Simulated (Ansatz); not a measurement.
SiC (F-43m), PBEsol with spin-orbit coupling, rigid bands run with Ansatz (a program for electronic structure): N_v = 1.38e20 cm⁻³ at 300 K and a hole conductivity mass of 0.697 mₑ.

Task: For 1e17 holes per cm³ at 300 K, place the Fermi level, estimate the Seebeck coefficient of a parabolic band with constant τ, and give mobility and conductivity for τ = 10 fs.

Result: The level lies k_BT ln(N_v/p) = 0.187 eV above the valence-band maximum. S ≈ +(k_B/e)[ln(N_v/p) + 5/2] = 838 μV/K, against 840 μV/K from the full bands (mean over directions). μ = eτ/m = 25.2 cm²/(V·s) and σ = peμ = 0.404 S/cm. τ is assumed, not computed.

Band transport and this doping are assumed; polarons and phonon drag are left out.
